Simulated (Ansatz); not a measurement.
Carrier properties of CsCl (Pm-3m)

```xyz
2
Lattice="4.0686 0.0000 0.0000 0.0000 4.0686 0.0000 0.0000 0.0000 4.0686" Properties=species:S:1:pos:R:3 pbc="T T T"
Cs     0.0000     0.0000     0.0000
Cl     2.0343     2.0343     2.0343
```

These are r2SCAN, rigid bands (plane waves, PAW, scalar-relativistic; Ansatz, a first-principles code) values and carry that method's errors. Condition of this run: functional r2SCAN on the same cell. Cell: cell and atoms relaxed with PBEsol.

| Property | Result |
|---|---|
| band gap | 5.86 eV |
| electron conductivity mass (300 K, dilute) | 0.61 mₑ |
| hole conductivity mass (300 K, dilute) | 3.2 mₑ |
| effective density of states N_c (300 K) | 2.7e19 cm⁻³ |
| effective density of states N_v (300 K) | 3.8e20 cm⁻³ |
| density-of-states mass, electrons | 1.04 mₑ |
| density-of-states mass, holes | 6.1 mₑ |
| Seebeck coefficient, n-type 1e19 cm⁻³, 300 K | -303 μV/K |
| best n-type power factor at 300 K for τ = 10 fs (best axis; densities from 1e16 to 1e21 cm⁻³ tried, whether or not they can be reached) | 7.4 μW/(cm·K²) at 1e20 cm⁻³ |
| Seebeck coefficient, p-type 1e19 cm⁻³, 300 K | 542 μV/K |

Rigid bands; masses and Seebeck coefficients take one relaxation time τ for all states and one kind of carrier; polarons and phonon drag are left out. Spin-orbit coupling is left out; where it splits the top of the valence band, N_v and the p-type Seebeck coefficient come out somewhat high without it. Geometry: cell and atoms relaxed with PBEsol.
